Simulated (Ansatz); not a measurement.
Take MoP in the CsCl type structure (space group Pm-3m, No. 221; a = 3.0038 Å; a hypothetical phase, not in the database extracts checked; relaxed with 0.1 eV smearing) as the base. Axes: x, y, z lie along the cube axes.

(Cell as relaxed with PBE.)

Levels (all Ansatz, a first-principles code, PAW): PBE (420 eV, without spin-orbit coupling); PBEsol (420 eV, no spin-orbit coupling).

Each level relaxes its own structure.

| base | PBE | PBEsol |
|---|---|---|
| volume per atom | 13.55 Å³ | 13.17 Å³ |
| lattice parameter a | 3.004 Å | 2.975 Å |
| band gap | zero | zero |

One thing is altered: biaxial strain −2.17 %, plane normal [001], relaxed out of plane (Cartesian); in-plane vectors clamped, the third vector and the atoms free.

```json
[
 {"quantity": "volume per atom", "PBE": "13.14 Å³", "PBEsol": "(withheld)"},
 {"quantity": "mean in-plane stress (compression positive)", "PBE": "+11.9 GPa", "PBEsol": "(withheld)"}
]
```

Question: Predict the PBEsol column.

Answer: 
- volume per atom, PBEsol: 12.77 Å³
- mean in-plane stress (compression positive), PBEsol: +12.8 GPa

PBE's volume per atom lies 0.37 Å³ above PBEsol's (2.9 %); PBE's in-plane stress lies 0.9 GPa below PBEsol's. Neither level is exact; PBEsol is the comparison here, not a measurement.

No phonon test of stability was made. The final runs are not spin-polarised. An odd electron count without spin: MoP.
